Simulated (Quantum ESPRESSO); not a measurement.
Input and output of a self-consistent single point for Al₂Cu (I4/mcm, 6 atoms in the cell) (Quantum ESPRESSO).

Method: LDA (PZ), PSlibrary PAW (LDA) pseudopotentials (plane waves; Quantum ESPRESSO 7.5).

```
CELL_PARAMETERS angstrom
     -2.99890     2.99890     2.39274
      2.99890    -2.99890     2.39274
      2.99890     2.99890    -2.39274
ATOMIC_POSITIONS crystal
  Al 0.84139 0.65861 0.50000
  Al 0.15861 0.34139 0.50000
  Al 0.65861 0.15861 0.81722
  Al 0.34139 0.84139 0.18278
  Cu 0.25000 0.25000 0.00000
  Cu 0.75000 0.75000 0.00000
```

Reference input (self-consistent single point, DFT, PBE, plane waves, PSlibrary PAW (PBE) pseudopotentials): ecutwfc = 50 Ry; ecutrho = 300 Ry; occupations = smearing; smearing = gaussian; degauss = 0.019992 Ry; potentials = {Al: Al.pbe-n-kjpaw_psl.1.0.0.UPF, Cu: Cu.pbe-dn-kjpaw_psl.1.0.0.UPF}; K_POINTS = automatic 6 6 6 0 0 0; conv_thr = 1e-09 Ry. This run's input differs from it in these lines:

```diff
@@ -13,4 +13,4 @@
  ntyp = 2
- ecutwfc = 50
- ecutrho = 300
+ ecutwfc = 55
+ ecutrho = 330
  occupations = 'smearing'
@@ -23,4 +23,4 @@
 ATOMIC_SPECIES
-Al    26.9815  Al.pbe-n-kjpaw_psl.1.0.0.UPF
-Cu    63.5460  Cu.pbe-dn-kjpaw_psl.1.0.0.UPF
+Al    26.9815  Al.pz-n-kjpaw_psl.1.0.0.UPF
+Cu    63.5460  Cu.pz-dn-kjpaw_psl.1.0.0.UPF
 ATOMIC_POSITIONS crystal
```

Output, abridged:

```
     Self-consistent Calculation

     iteration #  1     ecut=    55.00 Ry     beta= 0.70

---- Real-time Memory Report at c_bands before calling an iterative solver
           236 MiB given to the printing process from OS
            88 MiB allocation reported by mallinfo(arena+hblkhd)
------------------

     total energy              =    -566.24995825 Ry
     estimated scf accuracy    <       0.34596138 Ry

     iteration #  2     ecut=    55.00 Ry     beta= 0.70

---- Real-time Memory Report at c_bands before calling an iterative solver
           291 MiB given to the printing process from OS
   [... lines left out ...]

---- Real-time Memory Report at c_bands before calling an iterative solver
           299 MiB given to the printing process from OS
           115 MiB allocation reported by mallinfo(arena+hblkhd)
------------------

     total energy              =    -566.49088119 Ry
     estimated scf accuracy    <          1.2E-09 Ry

     iteration # 12     ecut=    55.00 Ry     beta= 0.70

---- Real-time Memory Report at c_bands before calling an iterative solver
           299 MiB given to the printing process from OS
           115 MiB allocation reported by mallinfo(arena+hblkhd)
------------------
     End of self-consistent calculation

     the Fermi energy is     9.4225 ev

!    total energy              =    -566.49088119 Ry
     estimated scf accuracy    <          6.8E-10 Ry
     smearing contrib. (-TS)   =      -0.00496706 Ry
     internal energy E=F+TS    =    -566.48591413 Ry

      -> PAW hartree energy AE =     207.22628425 Ry
      -> PAW hartree energy PS =    -205.76181804 Ry
      -> PAW xc energy AE      =    -398.51034979 Ry
      -> PAW xc energy PS      =      95.18355347 Ry
      -> total E_H with PAW    =     103.98814019 Ry
      -> total E_XC with PAW   =    -401.58726521 Ry

     convergence has been achieved in  12 iterations

     Forces acting on atoms (cartesian axes, Ry/au):

     atom    1 type  1   force =     0.00183761   -0.00183761   -0.00000000
   [... lines left out ...]

     Total force =     0.005198     Total SCF correction =     0.000006

          total   stress  (Ry/bohr**3)                   (kbar)     P=      -25.08
  -0.00023078   0.00000000  -0.00000000          -33.95        0.00       -0.00
   0.00000000  -0.00023078  -0.00000000            0.00      -33.95       -0.00
  -0.00000000   0.00000000  -0.00004991           -0.00        0.00       -7.34

   JOB DONE.
```

The run converged in 12 iterations. Against the reference run the pressure goes from 3.88 to -2.51 GPa and the largest force goes from 0.039 to 0.067 eV/Å.

The starting cell comes from a database of computed structures (which also holds hypothetical and non-ambient phases and stackings), without a prior relaxation at this level. Spin polarisation is off.

Cost on one core of a shared machine: roughly 2 min.
